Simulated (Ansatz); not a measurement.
## ZnS: strain tensor (xx, yy, zz, yz, xz, xy) = (+0.21, −0.14, −0.73, −1.05, −1.32, +0.55) %

The reference is ZnS in the zinc blende structure (space group F-43m, No. 216; a = 5.357 Å). Axes: x, y, z lie along the cube axes.

The change: strain tensor (xx, yy, zz, yz, xz, xy) = (+0.21, −0.14, −0.73, −1.05, −1.32, +0.55) %, atoms relaxed at fixed cell.

Method: PBEsol (Ansatz, a program for electronic structure), no spin-orbit coupling. Γ-centred 11×11×11 mesh, Fermi–Dirac width 0.05 eV.

| quantity | base | changed | shift |
|---|---|---|---|
| volume per atom | 19.21 Å³ | 19.08 Å³ | -0.13 Å³ |
| shortest interatomic distance | 2.320 Å | 2.308 Å | -0.0113 Å |
| energy relative to the base (free energy F) | 0 meV/atom | +4.0 meV/atom | +4.0 meV/atom |
| band gap | 2.09 eV | 2.00 eV | -0.081 eV |
| gap character | direct at Γ | direct at Γ | – |
| valence-band top at Γ (three highest levels, from the VBM) | 0.00, 0.00, 0.00 eV | 0.00, -0.07, -0.21 eV | – |
| valley order (the lowest conduction-band minima on the path, energy above the VBM, named in the base's zone) | Γ 2.09 eV; X along ⟨100⟩ 3.17 eV; L along ⟨111⟩ 3.24 eV | Γ 2.00 eV; X along [010] 3.01 eV; L along [111] 3.01 eV; X along [001] 3.03 eV | – |
| largest internal atomic displacement | – | 0.017 Å | – |
| stress (xx, yy, zz, yz, xz, xy; compression positive) | – | (0.34, 0.49, 0.74, 1.05, 1.30, -0.56) GPa | – |

Cost of the whole job for the changed cell (relaxation, final SCF and bands): around 100 core-seconds (rough).

Stability against distortions was not tested. Labels are those of the standard path for the cell's own space group.
